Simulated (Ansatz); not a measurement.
The boundary is one mirror-built cell; no search for the lowest one was made.

System: Σ5 (310) symmetric tilt boundary in bcc Mo, with one H atom a cell (15.8 Å²) in the boundary; relaxed on a coarser mesh with the in-plane cell held.

Given:

```yaml
crystal:
  lattice:
    - [3.16054, 0.00000, 0.00000]
    - [1.58027, 4.99725, 0.00000]
    - [0.00000, 0.00000, 40.57394]
  atoms:
    - { symbol: Mo, position: [0.99682, 0.00636, 0.02452] }
    - { symbol: Mo, position: [0.70207, 0.59586, 0.05541] }
    - { symbol: Mo, position: [0.40188, 0.19623, 0.07646] }
    - { symbol: Mo, position: [0.09973, 0.80054, 0.10187] }
    - { symbol: Mo, position: [0.80222, 0.39556, 0.12677] }
    - { symbol: Mo, position: [0.50090, 0.99819, 0.15086] }
    - { symbol: Mo, position: [0.20090, 0.59819, 0.17552] }
    - { symbol: Mo, position: [0.90090, 0.19819, 0.20018] }
    - { symbol: Mo, position: [0.60090, 0.79819, 0.22484] }
    - { symbol: Mo, position: [0.30090, 0.39819, 0.24951] }
    - { symbol: Mo, position: [0.00090, 0.99819, 0.27417] }
    - { symbol: Mo, position: [0.70090, 0.59819, 0.29883] }
    - { symbol: Mo, position: [0.40090, 0.19819, 0.32349] }
    - { symbol: Mo, position: [0.10090, 0.79819, 0.34816] }
    - { symbol: Mo, position: [0.80090, 0.39819, 0.37282] }
    - { symbol: Mo, position: [0.50090, 0.99819, 0.39748] }
    - { symbol: Mo, position: [0.20000, 0.59999, 0.42147] }
    - { symbol: Mo, position: [0.90100, 0.19800, 0.44677] }
    - { symbol: Mo, position: [0.59916, 0.80168, 0.47122] }
    - { symbol: Mo, position: [0.29965, 0.40070, 0.49327] }
    - { symbol: Mo, position: [0.01042, 0.97916, 0.52452] }
    - { symbol: Mo, position: [0.29965, 0.40070, 0.55578] }
    - { symbol: Mo, position: [0.59916, 0.80168, 0.57783] }
    - { symbol: Mo, position: [0.90100, 0.19800, 0.60227] }
    - { symbol: Mo, position: [0.20000, 0.59999, 0.62758] }
    - { symbol: Mo, position: [0.50090, 0.99819, 0.65157] }
    - { symbol: Mo, position: [0.80090, 0.39819, 0.67623] }
    - { symbol: Mo, position: [0.10090, 0.79819, 0.70089] }
    - { symbol: Mo, position: [0.40090, 0.19819, 0.72555] }
    - { symbol: Mo, position: [0.70090, 0.59819, 0.75022] }
    - { symbol: Mo, position: [0.00090, 0.99819, 0.77488] }
    - { symbol: Mo, position: [0.30090, 0.39819, 0.79954] }
    - { symbol: Mo, position: [0.60090, 0.79819, 0.82420] }
    - { symbol: Mo, position: [0.90090, 0.19819, 0.84886] }
    - { symbol: Mo, position: [0.20090, 0.59819, 0.87353] }
    - { symbol: Mo, position: [0.50090, 0.99819, 0.89819] }
    - { symbol: Mo, position: [0.80222, 0.39556, 0.92228] }
    - { symbol: Mo, position: [0.09973, 0.80054, 0.94718] }
    - { symbol: Mo, position: [0.40188, 0.19623, 0.97259] }
    - { symbol: Mo, position: [0.70207, 0.59586, 0.99364] }
    - { symbol: H, position: [0.62808, 0.74384, 0.52452] }
```

Contact (Sharvin) terms of both leads are taken out of the resistance.

Values are means of three energies within 0.05 eV of the Fermi level, on a potential converged at a Fermi-Dirac width of 0.05 eV. Resistances leave out the leads' Sharvin resistance. Spin-orbit coupling is left out.

Q: Give the specific resistance of the junction and the share of channels that pass that PBE in Ansatz (an electronic-structure program) yields.

A: AR = 0.90 × 10⁻¹⁵ Ω m²; 47 % of the channels of the narrower lead pass.
